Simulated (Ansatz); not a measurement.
System: interstitial Ca in wurtzite AlN (charge state +2). Computed with PBE, PAW (plane waves to 420 eV; Ansatz, an electronic-structure program).

72-site cell at the relaxed PBE lattice, a 2×2×2 k-point mesh shifted by half a step along c, smearing 0.01 eV, spin-restricted, no finite-size correction. Energies are static. The charge state is imposed; whether it is stable for some Fermi level was not computed. Sites that were not tried may lie lower.

The step: a direct jump of one Ca atom (a rearrangement that moves the defect's centre by under 1 Å). Atoms about the jump, Cartesian Å from the middle of the jump, before and after:

```json
[
 {"atom": "Ca1", "x0": "-0.52", "y0": "-0.90", "z0": "0.00", "x1": "0.52", "y1": "0.90", "z1": "0.00"},
 {"atom": "N2", "x0": "-0.52", "y0": "0.27", "z0": "1.76", "x1": "-0.50", "y1": "0.31", "z1": "1.76"},
 {"atom": "Al3", "x0": "-0.52", "y0": "0.39", "z0": "-2.08", "x1": "-0.59", "y1": "0.26", "z1": "-2.08"},
 {"atom": "N4", "x0": "1.05", "y0": "-0.63", "z0": "-1.67", "x1": "1.07", "y1": "-0.59", "z1": "-1.67"},
 {"atom": "N5", "x0": "-0.52", "y0": "2.14", "z0": "-1.67", "x1": "-0.50", "y1": "2.13", "z1": "-1.67"},
 {"atom": "N6", "x0": "-2.09", "y0": "-0.63", "z0": "-1.67", "x1": "-2.12", "y1": "-0.62", "z1": "-1.67"},
 {"atom": "Al7", "x0": "1.21", "y0": "-0.60", "z0": "1.89", "x1": "1.13", "y1": "-0.75", "z1": "1.89"},
 {"atom": "Al8", "x0": "-0.52", "y0": "2.15", "z0": "1.70", "x1": "-0.60", "y1": "2.25", "z1": "1.89"},
 {"atom": "Al9", "x0": "-2.25", "y0": "-0.60", "z0": "1.89", "x1": "-2.12", "y1": "-0.62", "z1": "1.70"},
 {"atom": "N10", "x0": "2.59", "y0": "0.29", "z0": "0.99", "x1": "2.56", "y1": "0.27", "z1": "0.96"},
 {"atom": "N11", "x0": "1.04", "y0": "-2.35", "z0": "0.96", "x1": "1.04", "y1": "-2.39", "z1": "0.99"},
 {"atom": "Al12", "x0": "2.59", "y0": "0.29", "z0": "-0.95", "x1": "2.75", "y1": "0.26", "z1": "-1.06"},
 {"atom": "Al13", "x0": "1.15", "y0": "-2.51", "z0": "-1.06", "x1": "1.05", "y1": "-2.39", "z1": "-0.95"},
 {"atom": "N14", "x0": "1.03", "y0": "2.99", "z0": "0.98", "x1": "0.99", "y1": "2.98", "z1": "0.96"},
 {"atom": "N15", "x0": "-2.08", "y0": "-2.35", "z0": "0.96", "x1": "-2.08", "y1": "-2.38", "z1": "0.98"},
 {"atom": "Al16", "x0": "1.02", "y0": "2.96", "z0": "-0.94", "x1": "1.08", "y1": "3.15", "z1": "-1.06"},
 {"atom": "Al17", "x0": "-2.19", "y0": "-2.51", "z0": "-1.06", "x1": "-2.05", "y1": "-2.36", "z1": "-0.94"},
 {"atom": "Al18", "x0": "-2.06", "y0": "2.96", "z0": "-0.94", "x1": "-2.06", "y1": "3.00", "z1": "-0.95"},
 {"atom": "Al19", "x0": "-3.63", "y0": "0.29", "z0": "-0.95", "x1": "-3.59", "y1": "0.31", "z1": "-0.94"},
 {"atom": "N20", "x0": "-2.07", "y0": "2.99", "z0": "0.98", "x1": "-2.07", "y1": "3.00", "z1": "0.99"},
 {"atom": "N21", "x0": "-3.63", "y0": "0.29", "z0": "0.99", "x1": "-3.63", "y1": "0.29", "z1": "0.98"},
 {"atom": "N22", "x0": "2.61", "y0": "2.10", "z0": "-1.51", "x1": "2.60", "y1": "2.10", "z1": "-1.50"},
 {"atom": "N23", "x0": "-0.52", "y0": "-3.31", "z0": "-1.50", "x1": "-0.51", "y1": "-3.31", "z1": "-1.51"},
 {"atom": "Al24", "x0": "2.61", "y0": "2.11", "z0": "1.57", "x1": "2.63", "y1": "2.12", "z1": "1.60"},
 {"atom": "Al25", "x0": "-0.52", "y0": "-3.34", "z0": "1.60", "x1": "-0.52", "y1": "-3.31", "z1": "1.57"},
 {"atom": "N26", "x0": "-3.65", "y0": "2.10", "z0": "-1.51", "x1": "-3.64", "y1": "2.11", "z1": "-1.51"},
 {"atom": "Al27", "x0": "-0.52", "y0": "0.33", "z0": "3.87", "x1": "-0.54", "y1": "0.29", "z1": "3.87"}
]
```

Task: Predict the transition state.

Result: 
```csv
atom,x,y,z
Ca1,-0.45,0.26,-0.06
N2,-0.52,0.30,1.95
Al3,-0.52,0.30,-2.29
N4,1.04,-0.60,-1.72
N5,-0.51,2.08,-1.70
N6,-2.06,-0.60,-1.70
Al7,1.17,-0.68,1.90
Al8,-0.52,2.24,1.88
Al9,-2.20,-0.67,1.88
N10,2.54,0.28,0.97
N11,1.03,-2.34,0.97
Al12,2.61,0.29,-0.98
Al13,1.05,-2.40,-0.98
N14,1.00,2.96,0.97
N15,-2.07,-2.34,0.97
Al16,1.04,3.00,-0.97
Al17,-2.08,-2.39,-0.97
Al18,-2.06,2.99,-0.97
Al19,-3.62,0.29,-0.97
N20,-2.04,2.97,0.98
N21,-3.59,0.28,0.98
N22,2.62,2.10,-1.51
N23,-0.51,-3.32,-1.51
Al24,2.60,2.10,1.56
Al25,-0.52,-3.30,1.56
N26,-3.64,2.10,-1.51
Al27,-0.52,0.30,3.92
```
It lies 0.59 eV above the start and 0.59 eV above the end. The saddle point's order was not checked, and it lies on a symmetry element of the cell, where a band can be held.
